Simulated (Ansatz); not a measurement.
# HgS: pressure series

The parent structure is HgS in the zinc blende structure (space group F-43m, No. 216; a = 5.8119 Å).

Cell and atoms are relaxed at each pressure.

The values are results of Ansatz (an electronic-structure program), LDA, PAW, cutoff 420 eV, no SOC, not measurements.

Notes on the quantities. enthalpy: H = E + PV relative to the base's energy.

```csv
variant,density,enthalpy
base,7.87 g/cm³,–
pressure −2 GPa,7.62 g/cm³,-0.31 eV/atom
pressure −1 GPa,7.75 g/cm³,-0.15 eV/atom
pressure 0.9 GPa,7.97 g/cm³,+0.14 eV/atom
pressure 2.1 GPa,8.10 g/cm³,+0.32 eV/atom
pressure 4.5 GPa,8.34 g/cm³,+0.67 eV/atom
pressure 9 GPa,8.73 g/cm³,+1.30 eV/atom
pressure 15 GPa,___,+2.11 eV/atom
pressure 22.5 GPa,9.65 g/cm³,+3.07 eV/atom
pressure 30 GPa,10.06 g/cm³,+3.99 eV/atom
```

Problem. Some entries are withheld; estimate them.

Solution. 
- pressure 15 GPa, density: 9.18 g/cm³

A case with no gap was solved on a k-mesh chosen for an insulator, which is coarse for it. Load acts through the strain it causes; cell and atoms are relaxed under it. No phonon test of stability was made. Tetrahedral semiconductors of this kind turn to denser phases somewhere between about 1 and 50 GPa; those were not computed, so compressed cells here can lie past the real transition. All final runs are without spin polarisation.
